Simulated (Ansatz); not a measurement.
An Ansatz (a quantum-chemistry and plane-wave program) run: WC with a change (uniaxial strain ε_zz = −2.50 %); Kohn–Sham DFT with the PBE functional, run in Ansatz with PAW and 420 eV plane waves, no spin-orbit coupling.

Input:

Ansatz 0.2 input:
```yaml
crystal:
  lattice:
    - [2.9224591254, 0, 0]
    - [-1.4612295627, 2.5309238441, 0]
    - [0, 0, 2.7750371774]
  atoms:
    - { symbol: W, position: [0, 0, 0] }
    - { symbol: C, position: [0.3333333333, 0.6666666667, 0.5] }
basis: { ecutwfc: 420, ecutrho_ratio: 4, xc_grid: 2, fft_grid_basis: typed }
kpoints: { mp_grid: { grid: [23, 23, 20] } }
hamiltonian:
  xc: pbe
  dispersion: none
  pseudopotentials: { kind: paw }
scf: { occupations: { method: fermi_dirac, width: 0.1 }, convergence: { dr2_threshold: 0.0000000002 } }
relax: { f_tol: 0.005, max_steps: 50 }
output: { forces: true, stress: true }
checkpoint: { write: state.ck, write_every: 1000 }
```

Output:

```
Relaxation: its limit of steps is 50 (relax.max_steps)
WARN ansatz: RAYON_NUM_THREADS=1 ignored (pool sized by the plan → 1); use --threads N
Pseudopotentials: kind: paw
Pseudopotential: W, paw, valence charge 14
Pseudopotential: C, paw, valence charge 4
Functional definition: PBE
Crystal: 2 atoms, lattice volume = 20.526 Å³
Basis set: ecut = 420 eV, 405 PW (Γ), exchange–correlation on 40×40×40 points (8 copies of the dense FFT grid, shifted against one another)
Bands: 13, of which v1, the nominal top of the filled ones, is band 9 counted from 1 (8 counted from 0)
Symmetry: 12 space group operations
Space group: P-6m2 (ITA 187), of the structure as read, at distance tolerance 2.7e-5 Å
k-points: 616 of 10580 (time reversal used)
Initial density: superposition of atomic densities (neutral atoms: chi_scale 0, normalization atom), corrected by the library's trained network
Initial wavefunctions: pseudopotential atomic-orbital guess
Eigensolver: davidson
Functional: x = pbe(κ = 0.804, μ = 0.2195149727645171), c = pbe(β = 0.06672455060314922)
SCF iter   1: F=—  HF=-10636.020138 eV  |F-HF|=—  |Δ(HF+E_count)|=         —  Δρ=7.46e-3  dr2=3.43e-3  ethr=1.77e-3  ⟨swp⟩=5.2  Hψ=39137  notcnv=0
all-band conjugate gradients solve this SCF's bands
preconditioner: auto → none
SCF iter   2: F=—  HF=-10636.022349 eV  |F-HF|=—  |Δ(HF+E_count)|=   2.21e-3  Δρ=4.33e-3  dr2=1.23e-3  ethr=1.90e-5  ⟨swp⟩=2.2  Hψ=15244  notcnv=0
SCF iter   3: F=—  HF=-10636.023233 eV  |F-HF|=—  |Δ(HF+E_count)|=   8.84e-4  Δρ=4.13e-4  dr2=3.10e-5  ethr=6.82e-6  ⟨swp⟩=2.6  Hψ=12658  notcnv=0
SCF iter   4: F=—  HF=-10636.023222 eV  |F-HF|=—  |Δ(HF+E_count)|=   1.06e-5  Δρ=1.23e-4  dr2=1.85e-6  ethr=1.72e-7  ⟨swp⟩=2.6  Hψ=13476  notcnv=0
SCF iter   5: F=—  HF=-10636.023223 eV  |F-HF|=—  |Δ(HF+E_count)|=   7.25e-7  Δρ=1.74e-5  dr2=4.46e-8  ethr=1.03e-8  ⟨swp⟩=2.0  Hψ=12526  notcnv=0
SCF iter   6: F=—  HF=-10636.023223 eV  |F-HF|=—  |Δ(HF+E_count)|=   1.03e-8  Δρ=3.58e-6  dr2=1.89e-9  ethr=2.48e-10  ⟨swp⟩=2.7  Hψ=12584  notcnv=0
SCF iter   7: F=-10636.023223 eV  HF=-10636.023223 eV  |F-HF|=2.55e-11  |Δ(HF+E_count)|=  5.38e-10  Δρ=4.10e-7  dr2=3.30e-11  ethr=1.11e-12  ⟨swp⟩=5.0  Hψ=29659  notcnv=0
SCF 1 converged in 7 iterations: F = -10636.023223 eV  dr2 = 3.30e-11
relax step   1: F+E_penalty+E_count = -10636.02322302 eV  Δ(F+E_penalty+E_count) = +0.000e0 eV  max|allowed force component| = 1.388e-16 eV/Å  Δτ_max = 0.0000 Å  (7 SCF iters, accepted)
the relaxation is at rest under the 12 symmetry operations that the run kept from its start: a minimum is not shown …
SCF converged after 7 iterations
Free energy (F): -10636.023223 eV
Harris-Foulkes:  -10636.023223 eV  (|F-HF|=2.55e-11)
Internal energy: -10636.012600 eV  (E = F + TS)
E sigma→0 (E₀):  -10636.017911 eV
Entropy (-TS):   -0.010623 eV (-5.312 meV/atom)
Fermi energy:    20.887829 eV
--- Per-component energies (eV) ---
  E_band       = -54.037312
  E_kinetic    = 543.409229
  E_local      = -659.009946  (includes V_loc(G=0)·N_el)
  E_nonlocal   = 25.651161
  E_hartree    = 234.062758
  E_xc         = -316.985958
  E_vxc        = -301.012376  (∫ρ·V_xc dr)
  E_paw        = -8661.287870  (= ΣΔE_a)
  E_vpaw       = -131.200727  (= ΣTr[D̂ρ^β])
  E_aug_tail   = -0.000060  (compensation charges beyond the density's cutoff)
  E_ewald      = -1801.851913
  E_smearing   = -0.010623  (= −TS)
  E_closure    = 0.000000  (closes the sum)
  Σ components = -10636.023223   (vs F -10636.023223, Δ=0.00e0)
  [band-id]    e_kinetic+e_local+e_nonlocal+2·e_hartree+e_vxc+e_vpaw+e_augmentation_tail = -54.037204   (vs E_band -54.037312, Δ=1.09e-4)
--- Forces (eV/Å), atoms counted from 1 ---
  atom   1  W     -0.00000000     0.00000000    -0.00000000
  atom   2  C      0.00000000     0.00000000    -0.00000000
  max |Σ_I F_I| component: 4.63e-16 eV/Å
--- Stress (GPa, compression-positive) ---
        4.690174      -0.000000      -0.000000
        0.000000       4.690174      -0.000000
       -0.000000      -0.000000      25.545228
  P = ⅓ Tr σ = 11.6419 GPa (116.419 kbar)
  The stress holds the Pulay correction. Without it, at fixed plane waves, as pw.x and ABINIT print it: P = 11.3190 GPa
  The stress includes an estimate of the error left by incomplete SCF convergence (largest component -0.0004 GPa).
--- Band table ---
  band table: none
--- Relaxed structure (1 steps of the walk, 1 accepted, 0 SCFs on fresh bases) ---
  F+E_penalty+E_count = -10636.02322302 eV   max|allowed force component| = 1.388e-16 eV/Å
  atoms:
    - { symbol: W, position: [0.0, -3.700743415524894e-17, 0.0] }
    - { symbol: C, position: [0.3333333333333333, 0.6666666666666666, 0.5] }
```

No phonon test of stability was made. All final runs are without spin polarisation. The cell was made from WC (space group P-6m2, No. 187) by this change: uniaxial strain ε_zz = −2.50 %.
